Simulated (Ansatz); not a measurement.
**MgO under load (space group R-3m): band-edge transport data**

Data:

```
MgO
1.0
   -0.00904     2.09650     2.09650
    2.09650    -0.00904     2.09650
    2.09650     2.09650    -0.00904
Mg O
1 1
Direct
  0.00000   0.00000   0.00000
  0.50000   0.50000   0.50000
```

The numbers are results of r2SCAN, rigid bands (plane waves, PAW, scalar-relativistic; Ansatz, an electronic-structure program), not measurements. Condition of this run: uniaxial stress along [111] of 2 GPa (compression positive) (the target of the relaxation). How the cell was made: cell and atoms relaxed with r2SCAN, then loaded as said.

```json
{
  "band_gap": "5.69 eV",
  "electron conductivity mass (300 K, dilute)": "0.38 mₑ",
  "hole conductivity mass (300 K, dilute)": "2.0 mₑ",
  "effective density of states N_c (300 K)": "5.8e18 cm⁻³",
  "effective density of states N_v (300 K)": "1.2e20 cm⁻³",
  "density_of_states_mass_electrons": "0.38 mₑ",
  "density_of_states_mass_holes": "2.8 mₑ",
  "Seebeck coefficient, n-type 1e19 cm⁻³, 300 K": "-179 μV/K",
  "best n-type power factor at 300 K for τ = 10 fs (best axis; densities from 1e16 to 1e21 cm⁻³ tried, whether or not they can be reached)": "2.5 μW/(cm·K²) at 3e19 cm⁻³",
  "Seebeck coefficient, p-type 1e19 cm⁻³, 300 K": "475 μV/K"
}
```

Rigid bands; masses and Seebeck coefficients take one relaxation time τ for all states and one kind of carrier; polarons and phonon drag are left out. Spin-orbit coupling is left out.
